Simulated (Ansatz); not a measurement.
Sn on the 1x1 (0001) surface of hcp Zr, one in a 2x2 cell, energies for each (36.2 Å²). Energies are against an atom of beta tin, without zero-point or thermal terms; each row is named by its start.

All values below come from PBE (plane waves to 420 eV, PAW; Ansatz, an electronic-structure program).

Set-up: 17 atoms, 7.6 Å thick at the start under the adsorbate (thin: gaps and levels are the slab's own); mesh 5x5x1; 0.1 eV smearing; dipole correction on; 8 atoms held, the rest relaxed; each run with such symmetry as its start has; spin where the adsorbate may keep a moment, no spin-orbit, no U, no dispersion correction.

A negative adsorption energy means that the adsorbate is more stable on the surface than in its reference. Starts that drift may end in the same place. Heights count from the host atoms within 0.3 Å of the top one.

| starting site | E_ads (eV) | height (Å) | nearest host atom (Å) | bonded to | Δ work function (eV) | lateral drift (Å) | moment (μB) |
|---|---|---|---|---|---|---|---|
| top Zr | -0.60 | 2.29 | Zr 2.74 | Zr | 0.13 | 0.0 | 0.0 |
| hollow Zr-Zr-Zr | -0.75 | 2.28 | Zr 2.99 | 3 Zr | … | 0.0 | – |
| hollow Zr-Zr-Zr over Zr at depth 2.4 Å | -0.96 | 2.31 | Zr 2.97 | 3 Zr | 0.41 | 0.0 | – |
| bridge Zr-Zr (span 3.2 Å) | -0.96 | 2.30 | Zr 2.97 | 3 Zr | 0.41 | 0.9 | – |

Problem. Fill in the missing entries.

Solution. 
- hollow Zr-Zr-Zr, Δ work function (eV): 0.46
